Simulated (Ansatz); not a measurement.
Take TiAl (space group P4/mmm, No. 123; a = 2.824 Å, c = 4.075 Å; relaxed with 0.1 eV smearing) as the base.

All numbers come from Ansatz (a quantum-chemistry and plane-wave program), PBE, PAW, cutoff 420 eV, no SOC.

Base values:

Pressure: 0.0 GPa

Now apply this change: an isotropic linear strain of −2.00 %, atoms relaxed at fixed cell.

Problem. Estimate the effect on the energy relative to the base and pressure.

Solution. The energy grows by 22 meV/atom; the pressure (mean of the normal stresses, compression positive) goes from zero to 7.7 GPa.

No phonon test of stability was made. All final runs are without spin polarisation.
